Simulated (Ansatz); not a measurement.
## Se with two functionals, pressure 7.5 GPa

The reference is Se (space group P3_121, No. 152; a = 4.5294 Å, c = 5.0424 Å; made of chains).

(Cell as relaxed with PBE.)

Levels (all Ansatz, a program for electronic structure, PAW, earlier PAW set): PBE (420 eV, no spin-orbit coupling); r2SCAN (500 eV, no spin-orbit coupling).

Each level relaxes its own structure.

```tsv
base	PBE	r2SCAN
volume per atom	29.86 Å³	29.25 Å³
lattice parameter a	4.529 Å	4.507 Å
band gap	1.04 eV	1.33 eV
```

The change: a hydrostatic pressure of 7.5 GPa.

```csv
quantity,PBE,r2SCAN
lattice parameter a,3.819 Å,?
c/a ratio,1.349,?
```

### Question
Given the PBE results, estimate those of r2SCAN.

### Answer

- lattice parameter a, r2SCAN: 3.861 Å
- c/a ratio, r2SCAN: 1.323

PBE's lattice parameter a lies 0.042 Å below r2SCAN's (1.1 %); PBE's c/a ratio lies 0.0268 above r2SCAN's. Neither level is exact; r2SCAN is the comparison here, not a measurement.

From pressure 7.5 GPa on, the axis ratios lie over 15 % from the base's, so the cell there is far from its starting form. Load acts through the strain it causes; cell and atoms are relaxed under it. Whether these cells are dynamically stable was not tested. No other phases were tried under pressure. No dispersion term is included, though the crystal is made of layers, chains or molecules, so its spacings can come out too wide.
